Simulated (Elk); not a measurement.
Input and output of a self-consistent single point for Sr2SeS (P1, 4 atoms in the cell) (Elk).

Method of the run: PBEsol, all-electron FP-LAPW, Elk's shipped species files, default APW+lo basis (Elk 10.2.4).

The change in words: atoms moved at random. Reference geometry:
```
Sr2SeS
1.0
    2.20603     1.27365     7.21334
   -2.20603     1.27365     7.21334
    0.00000    -2.54731     7.21334
Sr Se S
2 1 1
Direct
  0.24718   0.24718   0.24718
  0.75282   0.75282   0.75282
  0.00000   0.00000   0.00000
  0.50000   0.50000   0.50000
```

Reference input (self-consistent single point, DFT, PBEsol, all-electron FP-LAPW, Elk's shipped species files, default APW+lo basis): xctype = 22; swidth = 0.00183747 Ha; ngridk = 5 5 5; maxscl = 100. This run's input differs from it in these lines:

```diff
@@ -27,10 +27,10 @@
   2
-  0.2471800000  0.2471800000  0.2471800000    0.0 0.0 0.0
-  0.7528200000  0.7528200000  0.7528200000    0.0 0.0 0.0
+  0.2437050000  0.2560850000  0.2455490000    0.0 0.0 0.0
+  0.7573790000  0.7520550000  0.7439690000    0.0 0.0 0.0
   'Se.in'
   1
-  0.0000000000  0.0000000000  0.0000000000    0.0 0.0 0.0
+  0.0027480000  -0.0026560000  0.0003960000    0.0 0.0 0.0
   'S.in'
   1
-  0.5000000000  0.5000000000  0.5000000000    0.0 0.0 0.0
+  0.4961680000  0.4945150000  0.5100860000    0.0 0.0 0.0
```

The program printed (abridged):

```
│ Self-consistent loop started │
│ Loop number : 1 │
 total energy                :     -9196.12964985
│ Loop number : 2 │
 total energy                :     -9196.00133628
RMS change in Kohn-Sham potential (target) :   0.2347220873     (  0.1000000000E-05)
Absolute change in total energy (target)   :   0.1283135665     (  0.1000000000E-03)
│ Loop number : 3 │
 total energy                :     -9194.62757879
RMS change in Kohn-Sham potential (target) :   0.2100059922     (  0.1000000000E-05)
Absolute change in total energy (target)   :    1.405835884     (  0.1000000000E-03)
│ Loop number : 4 │
   [... lines left out ...]
Absolute change in total energy (target)   :   0.1149899072E-03 (  0.1000000000E-03)
│ Loop number : 15 │
 total energy                :     -9183.47990909
RMS change in Kohn-Sham potential (target) :   0.1291868120E-05 (  0.1000000000E-05)
Absolute change in total energy (target)   :   0.2287534335E-04 (  0.1000000000E-03)
│ Loop number : 16 │
 total energy                :     -9183.47989473
RMS change in Kohn-Sham potential (target) :   0.3751551723E-06 (  0.1000000000E-05)
Absolute change in total energy (target)   :   0.2007301919E-04 (  0.1000000000E-03)
Convergence targets achieved

│ Loop number : 17 │

Energies :
 Fermi                       :     0.150582348028
 total energy                :     -9183.47988883

Density of states at Fermi energy :   0.5294554203E-07
 (states/Hartree/unit cell)

Estimated indirect band gap :   0.9064231511E-01
 from k-point      1 to k-point    113
Estimated direct band gap   :   0.1061091011
 at k-point      1

Charges :
 core                        :    84.00000000
 valence                     :    42.00000000
 interstitial                :    7.047187836
 muffin-tins (core leakage)
  species :    1 (Sr)
   atom    1                 :    35.96289185     (  0.2890024558E-04)
   atom    2                 :    35.96277226     (  0.2890166277E-04)
  species :    2 (Se)
   atom    1                 :    32.54605000     (  0.5914712965E-04)
  species :    3 (S)
   atom    1                 :    14.48109806     (  0.6999183944E-04)
 total in muffin-tins        :    118.9528122
 total calculated charge     :    125.9924990
 total charge                :    126.0000000
 error                       :   0.7501037299E-02

│ Self-consistent loop stopped │
```

The run converged in 17 iterations. The count includes the last loop, which Elk runs after its targets are met. Against the reference run the free energy goes up by 2.1 meV/atom and the gap on the mesh goes from 2.418 to 2.467 eV.

The starting cell comes from a database of computed structures (which also holds hypothetical and non-ambient phases and stackings), without a prior relaxation at this level. Its lattice was rescaled by a random factor within 2.5 % of one. For this run, on top of that: atoms moved at random. Values depend on the basis (sphere radii, cutoffs, local orbitals), which need not be converged.

Cost on one core of a shared machine: roughly 5 min.
